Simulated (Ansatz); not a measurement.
System: bcc Eu. Method: PBE0 (PAW; Ansatz, a quantum-chemistry and plane-wave program).

Numerical settings: plane-wave cutoff 460 eV, 10×10×10 k mesh, Fermi–Dirac smearing 0.05 eV, spin-polarised with parallel moments, scalar-relativistic PAW data made under PBE.

The cell has the measured lattice: a = b = c = 4.5822 Å, α = β = γ = 90.00°.

Question: Give the computed magnetic moment per atom (the cell's total over its atoms).

Answer: 
- magnetic moment per atom (the cell's total over its atoms) = 7.54 μB

Note: the run warned that the count of filled bands differs between k points; the state of the 4f shell is in doubt; the collinear magnetic order is the start's and need not be the measured one; cell and atoms aren't relaxed at this level (pressure 0.7 GPa).

Moments are spin moments.

Spin–orbit coupling is not included.

Computed values are for the static lattice.

Cost on a shared machine: around 12 core-minutes (rough).
